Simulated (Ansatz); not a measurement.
Abridged Ansatz (a first-principles code) output:

```
Pseudopotential: Sn, paw, valence charge 14
Crystal: 2 atoms, lattice volume = 54.142 Å³
Basis set: ecut = 420 eV, 1053 PW (Γ), exchange–correlation on 48×60×60 points (8 copies of the dense FFT grid, shifted against one another)
Bands: 18, of which v1, the nominal top of the filled ones, is band 14 counted from 1 (13 counted from 0)
Symmetry: 16 space group operations
k-points: 641 of 8000
Functional: x = pbe(κ = 0.804, μ = 0.2195149727645171), c = pbe(β = 0.06672455060314922)
SCF iter   1: F=—  HF=-12048.449938 eV  |F-HF|=—  |Δ(HF+E_count)|=         —  Δρ=1.51e-2  dr2=1.10e-1  ethr=3.10e-3  ⟨swp⟩=6.0  Hψ=60792  notcnv=0
SCF iter   2: F=—  HF=-12048.438073 eV  |F-HF|=—  |Δ(HF+E_count)|=   1.19e-2  Δρ=9.91e-3  dr2=4.57e-2  ethr=3.93e-4  ⟨swp⟩=1.2  Hψ=16921  notcnv=0
SCF 1 converged in 9 iterations: F = -12048.436189 eV  dr2 = 9.19e-12
SCF converged after 9 iterations
Free energy (F): -12048.436189 eV
Internal energy: -12048.406903 eV  (E = F + TS)
E sigma→0 (E₀):  -12048.421546 eV
Entropy (-TS):   -0.029286 eV (-14.643 meV/atom)
Fermi energy:    10.855886 eV
--- Forces (eV/Å), atoms counted from 1 ---
  atom   1  Sn    -0.00000000     0.00000000     0.00000000
  atom   2  Sn    -0.00000000     0.00000000     0.00000000
--- Stress (GPa, compression-positive) ---
        4.999901       0.000000       0.000000
        0.000000       4.999901       0.000000
        0.000000       0.000000      -0.140473
  P = ⅓ Tr σ = 3.2864 GPa (32.864 kbar)
```

### Question
What was computed, and what are the main results?

### Answer
Sn, 2 atoms in the cell, with PBE (Ansatz, PAW, no spin-orbit coupling), earlier PAW set. The last SCF converged to F = -12048.436189 eV, or -6024.2181 eV per atom, at a pressure of 3.29 GPa. The total energy compares only with runs of the same code, potentials and settings.

A biaxial case was relaxed in a doubled cell and then solved in the primitive one. The cells carry an imposed strain or load. Stability against distortions was not tested. The cell was made from Sn (space group I4_1/amd, No. 141) by this change: biaxial strain −4.59 %, plane normal [001], relaxed out of plane.
